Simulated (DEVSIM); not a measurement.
Structure: abrupt Ge p-n junction, at 300 K.

```tsv
layer (left to right)	material	thickness (μm)	Nd (cm⁻³)	Na (cm⁻³)	τn (s)	τp (s)
1	Ge	1.90	-	8.5e17	2.9e-6	2.9e-6
2	Ge	0.360	4.3e14	-	2.9e-6	2.9e-6
```

Left contact: ohmic. Right contact: ohmic. Voltage is applied to the left contact. Recombination: SRH at mid-gap, radiative. Mobility is μmin + (μ − μmin)/(1 + (N/Nref)^α).

Constants are typed, rounded textbook-type inputs, not results; the design itself was drawn at random and stands for no fabricated device. Values at 300 K. The table also holds parameters that only a changed run uses.

| parameter | Ge |
|---|---|
| gap (eV) | 0.664 |
| affinity (eV) | 4 |
| permittivity | 16 |
| Nc (cm⁻³) | 1.04e19 |
| Nv (cm⁻³) | 6e18 |
| μn (cm²/Vs) | 3900 |
| μp (cm²/Vs) | 1900 |
| μn,min | 150 |
| μp,min | 100 |
| Nref,n | 2.6e17 |
| Nref,p | 4e17 |
| αn | 0.56 |
| αp | 0.6 |
| B (cm³/s) | 6.4e-14 |
| Cn (cm⁶/s) | 1e-31 |
| Cp (cm⁶/s) | 1e-31 |

Model (solved in DEVSIM): 1D drift-diffusion, Boltzmann statistics, complete ionisation; no tunnelling, impact ionisation, image-force lowering or self-heating.

Base results: potential step across the device at zero bias (V) 0.353; largest field in the device at zero bias (V/cm) 43000; dark forward voltage at 100 A/cm² (V) 0.124.

Task: What follows from this one change: thickness of layer 2 0.36 → 0.61 μm?

Result: potential step across the device at zero bias little changed (0.353 V); largest field in the device at zero bias little changed (43000 V/cm); dark forward voltage at 100 A/cm² 0.124 → 0.160 V.

Task: What follows from this one change: doping Nd of layer 2 4.3e+14 → 1.3e+16 cm^-3?

Result: potential step across the device at zero bias 0.353 → 0.441 V; largest field in the device at zero bias 43000 → 51000 V/cm; dark forward voltage at 100 A/cm² 0.124 → 0.239 V.
